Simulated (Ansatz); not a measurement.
Results of LDA in Ansatz (PAW) for SrHfO3 (P4mm, No. 99, 5 atoms in the cell; start mp-13108; a measured phase of this formula has another space group).

Numerical settings: plane-wave cutoff 520 eV, 8×8×8 k mesh, Fermi–Dirac smearing 0.01 eV, scalar-relativistic PAW data made under PBE.

Cell (relaxed at this level):

HfSrO$_{3}$ is modelled in the tetragonal space group P4mm (No. 99), Pearson symbol tP5. Lattice parameters: a = b = 4.059 Å, c = 4.102 Å, α = β = γ = 90.00°. Sr on 1b sees 4 O at 2.665 Å and 4 O at 2.878 Å and 4 O at 3.124 Å. Hf on 1a is surrounded by 6 O at 1.992–2.110 Å (octahedral). O1 on 2c is surrounded by 2 Hf at 2.036 Å and 2 Sr at 2.665 Å and 2 Sr at 3.124 Å (octahedral). O2 on 1a sees 1 Hf at 1.992 Å and 1 Hf at 2.110 Å and 4 Sr at 2.878 Å (octahedral). (Neighbours: up to the widest gap in distance over summed covalent radii, below 1.35, at either atom; cation-cation and far metal-metal contacts left out.)

What does this level give for the band gap and smallest direct gap on the k points sampled?


- band gap = 3.72 eV
- smallest direct gap on the k points sampled = 3.88 eV

Spin–orbit coupling is not included.

Static lattice: no zero-point or thermal effects.

It cost roughly 50 core-seconds of CPU time.

A start named mp-… is a Materials Project structure, which need not be a measured phase.

Ansatz is a program for electronic structure.
